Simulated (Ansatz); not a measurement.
Input and output of a self-consistent single point for HgTe (Cm, 4 atoms in the cell) (Ansatz, a first-principles code).

Method of the run: PBEsol, default PAW files made with PBE (plane waves; Ansatz).

```yaml
crystal:
  lattice:
    - [2.98354, -3.45653, 0.00000]
    - [2.98354, 3.45653, 0.00000]
    - [0.00000, 0.00000, 5.78077]
  atoms:
    - { symbol: Hg, position: [0.34305, 0.65695, 0.75865] }
    - { symbol: Hg, position: [0.65695, 0.34305, 0.25000] }
    - { symbol: Te, position: [0.78481, 0.21519, 0.75000] }
    - { symbol: Te, position: [0.21519, 0.78481, 0.25000] }
```

Reference input (self-consistent single point, DFT, PBEsol, plane waves, default PAW files made with PBE): basis.ecutwfc = 420 eV; kpoints.mp_grid.grid = 6 6 5; hamiltonian.xc = pbesol; hamiltonian.pseudopotentials = {kind: paw} (the program's default PAW files); scf.occupations.method = gaussian; scf.occupations.width = 0.1 eV. This run's input differs from it in these lines:

Ansatz 0.2 input:
```diff
@@ -13,3 +13,3 @@
 kpoints:
-  mp_grid: { grid: [6, 6, 5] }
+  mp_grid: { grid: [10, 10, 8] }
 hamiltonian:
@@ -18,3 +18,3 @@
 scf:
-  occupations: { method: gaussian, width: 0.1 eV }
+  occupations: { method: fermi_dirac, width: 1.0 eV }
 output:
```

Output (repeated stretches shortened):

```
SCF iter   1: F=—  HF=-41142.270154 eV  |F-HF|=—  |Δ(HF+E_count)|=         —  Δρ=6.87e-3  dr2=7.78e-2  ethr=1.77e-3  ⟨swp⟩=9.1  Hψ=73554  notcnv=0
all-band conjugate gradients solve this SCF's bands
preconditioner: auto → LDOS
SCF iter   2: F=—  HF=-41142.247746 eV  |F-HF|=—  |Δ(HF+E_count)|=   2.24e-2  Δρ=3.01e-3  dr2=1.06e-2  ethr=1.08e-4  ⟨swp⟩=2.0  Hψ=21129  notcnv=0
SCF iter   3: F=—  HF=-41142.245932 eV  |F-HF|=—  |Δ(HF+E_count)|=   1.81e-3  Δρ=2.08e-3  dr2=4.50e-3  ethr=1.48e-5  ⟨swp⟩=2.0  Hψ=23021  notcnv=0
SCF iter   4: F=—  HF=-41142.244310 eV  |F-HF|=—  |Δ(HF+E_count)|=   1.62e-3  Δρ=4.32e-4  dr2=2.09e-4  ethr=6.25e-6  ⟨swp⟩=2.0  Hψ=17256  notcnv=0
SCF iter   5: F=—  HF=-41142.244218 eV  |F-HF|=—  |Δ(HF+E_count)|=   9.19e-5  Δρ=7.86e-5  dr2=7.12e-6  ethr=2.91e-7  ⟨swp⟩=3.0  Hψ=27920  notcnv=0
SCF iter   6: F=—  HF=-41142.244217 eV  |F-HF|=—  |Δ(HF+E_count)|=   1.47e-6  Δρ=1.33e-5  dr2=2.71e-7  ethr=9.89e-9  ⟨swp⟩=2.8  Hψ=26188  notcnv=0
SCF iter   7: F=-41142.244217 eV  HF=-41142.244217 eV  |F-HF|=5.34e-9  |Δ(HF+E_count)|=   3.67e-8  Δρ=3.67e-6  dr2=1.92e-8  ethr=1.39e-10  ⟨swp⟩=7.7  Hψ=60208  notcnv=0
SCF 1 converged in 7 iterations: F = -41142.244217 eV  dr2 = 1.92e-8
Free energy (F): -41142.244217 eV
Internal energy: -41135.796107 eV  (E = F + TS)
E sigma→0 (E₀):  -41139.020162 eV
Entropy (-TS):   -6.448110 eV (-1612.027 meV/atom)
Fermi energy:    10.529347 eV
--- Forces (eV/Å), atoms counted from 1 ---
  atom   1  Hg     0.00000000     0.06900450    -0.12079943
  atom   2  Hg     0.00000000    -0.07506284     0.02062114
  atom   3  Te     0.00000000    -0.16939341    -0.02138419
  atom   4  Te     0.00000000     0.17545196     0.12156294
--- Stress (GPa, compression-positive) ---
        1.928563       0.000000       0.000000
        0.000000       0.176559       0.123865
        0.000000       0.123865       2.358376
  P = ⅓ Tr σ = 1.4878 GPa (14.878 kbar)
  The stress holds the Pulay correction. Without it, at fixed plane waves, as pw.x and ABINIT print it: P = 1.4562 GPa
```

The run converged in 7 iterations. Against the reference run the free energy falls by 786 meV/atom, the pressure goes from -3.06 to 1.49 GPa and the largest force goes from 0.202 to 0.213 eV/Å.

The starting cell comes from a database of computed structures (which also holds hypothetical and non-ambient phases and stackings), without a prior relaxation at this level. Its lattice was rescaled by up to half a per cent. One atom was moved a little off its site on purpose. Spin-orbit coupling is off. Ansatz's pressure includes its estimate of the finite-basis (Pulay) stress. The run gives no clean gap (levels at the Fermi energy touch, overlap or are partly filled at this smearing), which alone does not show that the compound is a metal.

Cost on one core of a shared machine: roughly 3 min.
